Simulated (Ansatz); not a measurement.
# CsSnI3 under a change: biaxial strain +1.55 %, plane normal [111], relaxed out of plane

Start from CsSnI3 in the cubic perovskite structure (space group Pm-3m, No. 221; a = 6.225 Å). Axes: x, y, z lie along the cube axes.

It is then changed as follows: tensile biaxial strain of 1.55 % in the plane normal to [111], as in epitaxy on a mismatched substrate; the out-of-plane cell vector and the atoms relax.

Computed with plane-wave PAW DFT at the r2SCAN level (Ansatz, a quantum-chemistry and plane-wave program, 500 eV), no SOC, earlier PAW set. Γ-centred 6×6×6 mesh, Fermi–Dirac width 0.05 eV.

- Volume per atom: 48.89 Å³ (base 48.25 Å³)
- Space group: R-3m (No. 166) (base Pm-3m (No. 221))
- Shortest interatomic distance: 3.127 Å (base 3.113 Å)
- Energy relative to the base (free energy F): +1.6 meV/atom
- Pressure (mean of the normal stresses, compression positive): -0.22 GPa (base 0.00 GPa)
- Band gap: 0.48 eV (base 0.46 eV)
- Gap character: direct at T
- Valley order (the lowest conduction-band minima on the path, energy above the VBM, named in the base's zone): R along [111] 0.48 eV; M along [110] 0.93 eV (base R along ⟨111⟩ 0.46 eV)
- Out-of-plane strain: -1.74 %
- Ratio −ε⊥/ε∥: 1.12
- Mean in-plane stress (compression positive): -0.3 GPa

Final structure (turned so that z lies along the plane normal):

```yaml
crystal:
  lattice:
    - [8.94009, 0.00000, 0.00000]
    - [4.47004, 7.74234, 0.00000]
    - [4.47004, -2.58078, 3.53166]
  atoms:
    - { symbol: Cs, position: [0.00000, 0.00000, 0.00000] }
    - { symbol: Sn, position: [0.00000, 0.50000, 0.50000] }
    - { symbol: I, position: [0.00000, 0.50000, 0.00000] }
    - { symbol: I, position: [0.50000, 0.50000, 0.00000] }
    - { symbol: I, position: [0.50000, 0.00000, 0.00000] }
```

Cost of the whole job for the changed cell (relaxation, final SCF and bands): around 4 core-minutes (rough).

Spin-orbit coupling, missing from the scalar runs, can matter with I. No phonon test of stability was made. Many cubic perovskites are stable only at high temperature; tilts and polar distortions were not tested. Labels are those of the standard path for the cell's own space group.
